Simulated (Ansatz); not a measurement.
NH3 on the 1x1 (10-10) surface of wurtzite GaN (cut with top plane Ga + N), one in a 2x1 cell, energies for each (33.7 Å²). Energies are against NH3(g), without zero-point or thermal terms; each row is named by its start (#2, #3: further inequivalent places of a kind).

Host crystal: wurtzite GaN, with a band gap (PBE, scalar-relativistic without spin-orbit coupling).

All values below come from PBE (plane waves to 420 eV, PAW; Ansatz, a first-principles code).

Slab: 36 atoms, 9.3 Å thick at the start under the adsorbate (thin: gaps and levels are the slab's own); k 3x4x1, smearing 0.01 eV, dipole-corrected; 16 atoms held, the rest relaxed; each run with such symmetry as its start has; no spin, no spin-orbit, no U, no dispersion correction.

A negative adsorption energy means that the adsorbate is more stable on the surface than in its reference. Starts that drift may end in the same place. Heights count from the host atoms within 0.3 Å of the top one.

| starting site | E_ads (eV) | height (Å) | nearest host atom (Å) | bonded to | change of the vacuum step (eV) | lateral drift (Å) |
|---|---|---|---|---|---|---|
| top N | -1.21 | 1.70 | Ga 2.08 | Ga | -2.14 | 2.3 |
| top Ga | -1.21 | 1.70 | Ga 2.09 | Ga | -2.14 | 1.2 |
| top Ga #2 | -1.21 | 1.70 | Ga 2.08 | Ga | -2.14 | 2.3 |
| hollow Ga-Ga-N-N | -1.21 | 1.70 | Ga 2.09 | Ga | -2.15 | 2.4 |
| hollow beside Ga | -1.21 | 1.70 | Ga 2.08 | Ga | -2.14 | 1.3 |
| bridge Ga-Ga-Ga-N-N-N (span 3.3 Å) | -1.21 | 1.70 | Ga 2.08 | Ga | -2.14 | 2.5 |
